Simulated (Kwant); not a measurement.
Model system: quantum point contact (saddle potential) in a CdTe two-dimensional gas. Effective mass 0.096 mₑ, grid spacing 1.7 nm, hard walls, nominal width 40 nm (23 grid rows, so walls 40.8 nm apart), one parabolic valley, scattering region 120 nm long along x; energies count from the band bottom; Fermi energy 0.0997 eV. Potential (V0 + ½k y²) cos²(πx/L) for |x| < L/2, with V0 swept from 0.10469 to 0 eV, k = 0.0019 eV/nm², L = 53 nm. Perpendicular field 2.6 T, also in the leads; orbital effect alone.

The device is made up for the run: typed textbook-type constants, with dimensions and the other settings drawn at random.

Kwant, effective-mass tight-binding model on a square grid, one spin, coherent transport at 0 K. Conductance is in e²/h.

Sweep values stay those of the base run.

The length of the gated region was swept, all else fixed.

| length of the gated region (nm) | mean G (e²/h) over the sweep | G (e²/h) at V0 = 78.89 meV | G (e²/h) at V0 = 53.10 meV |
|---|---|---|---|
| 13 | 1.36 | 0.66 | 1.29 |
| 26 | 1.27 | 0.59 | 1.17 |
| 37 | 1.24 | 0.59 | 1.10 |
| 53 | 1.23 | 0.61 | 1.04 |
| 69 | 1.23 | 0.64 | 1.01 |

From the first row to the last the mean G over the sweep goes from 1.36 to 1.23. From the first row to the last the G at V0 = 78.89 meV goes from 0.66 to 0.64.
